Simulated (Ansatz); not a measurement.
WSe2 (P-6m2, No. 187, 3 atoms in the cell; start mp-1023936; a measured phase of this formula has another space group) was calculated with HSE06 (PAW; Ansatz, a quantum-chemistry and plane-wave program).

Run with plane-wave cutoff 460 eV, 9×9×2 k mesh (along the axes of the cell as run), Fermi–Dirac smearing 0.01 eV, no spin polarisation, scalar-relativistic PAW data made under PBE.

Cell (relaxed with PBEsol):

```yaml
crystal:
  lattice:
    - [3.27014, 0.00000, 0.00000]
    - [-1.63507, 2.83202, 0.00000]
    - [0.00000, 0.00000, 16.66146]
  atoms:
    - { symbol: W, position: [0.00000, 0.00000, 0.00000] }
    - { symbol: Se, position: [0.33333, 0.66667, 0.10040] }
    - { symbol: Se, position: [0.33333, 0.66667, 0.89960] }
```

**Question.** Predict the band gap and Γ–Γ gap.

**Answer.** 
* **band gap**: 2.17 eV
* **Γ–Γ gap**: 4.20 eV

Note: cell and atoms aren't relaxed at this level (largest force component 0.11 eV/Å); the cell has widely spaced layers and the level no dispersion term, so their spacing and the moduli can rest on weak binding.

Spin–orbit coupling is not included.

Static lattice: no zero-point or thermal effects.

A start named mp-… is a Materials Project structure, which need not be a measured phase.
